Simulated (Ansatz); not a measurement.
# ZnS, pressure series

Start from ZnS in the wurtzite structure (space group P6_3mc, No. 186).

```
CELL_PARAMETERS angstrom
      3.84511     0.00000     0.00000
     -1.92255     3.32996     0.00000
      0.00000     0.00000     6.30566
ATOMIC_POSITIONS crystal
  Zn 0.66667 0.33333 0.99985
  Zn 0.33333 0.66667 0.49985
  S  0.66667 0.33333 0.62535
  S  0.33333 0.66667 0.12535
```

Cell and atoms are relaxed at each pressure.

The values are results of PBE, PAW, 420 eV (Ansatz, a quantum-chemistry and plane-wave program; spin-orbit coupling left out), not measurements.

For the base:

Width of the top valence band: 2.03 eV

**Question.** The aim is a width of the top valence band between 2.25 eV and 2.40 eV. Which of these changes reaches it?
(A) pressure 15 GPa
(B) pressure −2 GPa
(C) pressure 7 GPa
(D) pressure 100 GPa
(E) pressure 50 GPa

**Answer.** C, pressure 7 GPa. It gives 2.32 eV; pressure 15 GPa gives 2.59 eV; pressure 100 GPa gives 4.81 eV; pressure −2 GPa gives 1.94 eV; pressure 50 GPa gives 3.53 eV. Changes not listed may reach it too

The levels and masses belong to the bands next to the band gap. Load acts through the strain it causes; cell and atoms are relaxed under it. Whether these cells are dynamically stable was not tested. Tetrahedral semiconductors of this kind turn to denser phases somewhere between about 1 and 50 GPa; those were not computed, so compressed cells here can lie past the real transition.
